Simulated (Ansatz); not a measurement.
The parent structure is HgS (space group P3_221, No. 154; a = 4.139 Å, c = 9.408 Å; made of chains).

Levels (all Ansatz, a quantum-chemistry and plane-wave program, PAW): PBEsol (420 eV, scalar-relativistic without spin-orbit coupling); HSE06 (420 eV, no SOC).

Its gap is 1.23 eV with PBEsol and 2.10 eV with HSE06.

The change: a hydrostatic pressure of 3 GPa.

With PBEsol the gap becomes 0.90 eV.

**Question.** If the HSE06 correction stayed the same, what would the HSE06 gap be, and what does the HSE06 run give?

**Answer.** A rigid correction of +0.87 eV gives 1.77 eV. The HSE06 run gives 1.70 eV, so the correction itself changes by -0.07 eV.

Single points use the geometry relaxed with PBEsol. HSE06 gaps are upper bounds (no full band path). With Hg present, leaving out spin-orbit coupling can change the band edges. Load acts through the strain it causes; cell and atoms are relaxed under it. Whether these cells are dynamically stable was not tested. No dispersion term is included in the PBEsol runs.
